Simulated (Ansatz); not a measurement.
Where the default PAW files enter, the runs use the earlier of Ansatz's two default sets.

Crystal: HfO$_{2}$ (P4_2/nmc, 6 atoms a cell, 10.9 Å³ an atom, 4 GPa at this level); both levels run on this one cell.

Complex bands along the normal of (001) by Ansatz (plane waves, PAW, no spin-orbit coupling). r2SCAN gives a gap of 5.31 eV and a slowest mid-gap decay of 0.378 1/Å.

**Question.** What does PBE give on the same cell, and what does that do to the current through 2 nm?

**Answer.** Gap 4.77 eV, κ = 0.357 1/Å. The mid-gap transmission through 2 nm changes by exp(2 × 20 × (0.378 − 0.357)) = a factor of 2.3 against r2SCAN.

Ansatz is an electronic-structure program.
